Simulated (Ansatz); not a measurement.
Where the default PAW files enter, the runs use the earlier of Ansatz's two default sets.

Here is the system:

```xyz
3
Lattice="3.4871 0.0000 0.0000 -1.7436 3.0199 0.0000 1.7436 1.0066 2.8472" Properties=species:S:1:pos:R:3 pbc="T T T"
Hf     0.0000     0.0000     0.0000
O      1.7436     1.0066     0.7118
O      1.7436     3.0199     2.1354
```

Space group of this cell: Fm-3m, fluorite. The cell is strained (all lengths scaled by 0.98); by r2SCAN its mean pressure is 24.3 GPa.

Transport runs along the normal of the first two printed cell vectors, the (111) plane of the conventional cell.

No gap correction and no spin-orbit coupling; mid-gap values are interpolated between computed energies.

**Question.** Compute, with r2SCAN (Ansatz, a first-principles code), the band gap and the smallest decay constant κ at mid-gap.

**Answer.** Gap 4.50 eV on a 12×12×12 mesh; κ = 0.454 1/Å, at the zone centre.
